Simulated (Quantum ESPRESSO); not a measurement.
A self-consistent single point of YbSi2Pt2 (I4/mmm, 5 atoms in the cell) with Quantum ESPRESSO.

Computed with PBEsol, SSSP 1.1.2 efficiency (PBE) pseudopotentials (plane waves; Quantum ESPRESSO).

```
Yb(SiPt)2
1.0
    2.11565    -2.11565     4.90413
    2.11565     2.11565     4.90413
   -2.11565    -2.11565     4.90413
Yb Si Pt
1 2 2
Cartesian
  0.00000   0.00000   0.00000
  0.00000   0.00000   6.09858
  0.00000   0.00000   3.70968
 -2.11565   0.00000   2.45207
  0.00000   2.11565   2.45207
```

Reference input (self-consistent single point, DFT, LDA (PZ), plane waves, SSSP 1.1.2 efficiency (PBE) pseudopotentials): ecutwfc = 50 Ry; ecutrho = 400 Ry; occupations = smearing; smearing = fermi-dirac; degauss = 0.0073499 Ry; input_dft = pz; K_POINTS = automatic 8 8 8 0 0 0; conv_thr = 1e-10 Ry; mixing_beta = 0.7. This run's input differs from it in these lines:

```diff
@@ -19,3 +19,3 @@
  degauss = 0.0073499
- input_dft = 'pz'
+ input_dft = 'pbesol'
 /
```

Output, abridged:

```
     Self-consistent Calculation

     iteration #  1     ecut=    50.00 Ry     beta= 0.70

     negative rho (up, down):  3.315E-01 0.000E+00

     total energy              =   -1443.89134409 Ry
     estimated scf accuracy    <       3.46502235 Ry

     iteration #  2     ecut=    50.00 Ry     beta= 0.70

     negative rho (up, down):  3.343E-01 0.000E+00

     total energy              =   -1434.07865170 Ry
     estimated scf accuracy    <     137.58422341 Ry

     iteration #  3     ecut=    50.00 Ry     beta= 0.70

     negative rho (up, down):  3.447E-01 0.000E+00

     total energy              =   -1444.91842669 Ry
     estimated scf accuracy    <       6.83713175 Ry

   [... 15 blocks of this kind left out ...]

     iteration # 19     ecut=    50.00 Ry     beta= 0.70

     negative rho (up, down):  3.461E-01 0.000E+00

     total energy              =   -1446.10867341 Ry
     estimated scf accuracy    <          1.9E-10 Ry

     iteration # 20     ecut=    50.00 Ry     beta= 0.70

     negative rho (up, down):  3.461E-01 0.000E+00
     End of self-consistent calculation

     the Fermi energy is    15.7808 ev

!    total energy              =   -1446.10867341 Ry
     estimated scf accuracy    <          7.4E-12 Ry
     smearing contrib. (-TS)   =      -0.01358284 Ry
     internal energy E=F+TS    =   -1446.09509057 Ry

     convergence has been achieved in  20 iterations

     negative rho (up, down):  3.461E-01 0.000E+00

     Forces acting on atoms (cartesian axes, Ry/au):

     atom    1 type  1   force =     0.00000000    0.00000000    0.00000000
     atom    2 type  2   force =     0.00000000    0.00000000    0.00117330
     atom    3 type  2   force =     0.00000000    0.00000000   -0.00117330
     atom    4 type  3   force =     0.00000000    0.00000000   -0.00000000
     atom    5 type  3   force =    -0.00000000    0.00000000    0.00000000

     Total force =     0.001659     Total SCF correction =     0.000001

     negative rho (up, down):  3.461E-01 0.000E+00
          total   stress  (Ry/bohr**3)                   (kbar)     P=      -55.70
  -0.00040488   0.00000000   0.00000000          -59.56        0.00        0.00
   0.00000000  -0.00040488  -0.00000000            0.00      -59.56       -0.00
   0.00000000  -0.00000000  -0.00032612            0.00       -0.00      -47.97

   JOB DONE.
```

The run converged in 20 iterations. Against the reference run the pressure goes from -8.24 to -5.57 GPa and the largest force goes from 0.153 to 0.030 eV/Å.

The starting cell comes from a database of computed structures (which also holds hypothetical and non-ambient phases and stackings), without a prior relaxation at this level. Spin polarisation is off. With a pressure of about -6 GPa the cell is away from its equilibrium volume at this level.

Cost on one core of a shared machine: roughly 5 min.
